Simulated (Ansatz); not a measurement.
Consider In₂O₃ (space group P-3m1, No. 164; a = 3.419 Å, c = 6.094 Å; a hypothetical phase, not in the database extracts checked).

Perturbation: cell and atoms relaxed at a pressure of 0.3 GPa.

Levels (all Ansatz, a program for electronic structure, PAW): PBEsol (420 eV, without spin-orbit coupling); PBEsol+SOC (420 eV, with spin-orbit coupling).

The geometry is relaxed with PBEsol.

| Item | Result |
|---|---|
| PBEsol electron mass | 0.093 mₑ along c, 0.15 mₑ across (at Γ) |
| PBEsol lowest conduction level above the VBM at special points | Γ 0.71 eV; A 2.93 eV; M 3.98 eV; L 4.38 eV |
| PBEsol pressure | 0.30 GPa |
| PBEsol gap character | indirect, L → Γ |

Predict the electron mass, lowest conduction level above the VBM at special points, pressure and gap character from PBEsol+SOC.

The electron mass becomes 0.094 mₑ along c, 0.15 mₑ across (at Γ) (PBEsol: 0.093 mₑ along c, 0.15 mₑ across (at Γ)); the lowest conduction level above the VBM at special points goes from Γ 0.71 eV; A 2.93 eV; M 3.98 eV; L 4.38 eV to Γ 0.71 eV; A 2.92 eV; M 3.98 eV; L 4.37 eV; the pressure falls by 0.064 GPa, from 0.30 GPa to 0.23 GPa; the gap character remains indirect, L → Γ.

Single points use the geometry relaxed with PBEsol. The spin-orbit shifts are approximate. Load acts through the strain it causes; cell and atoms are relaxed under it. Effective masses come from finite differences of ±0.01 Å⁻¹. No phonon test of stability was made. The base started in P3m1 and relaxed to P-3m1 at this level.
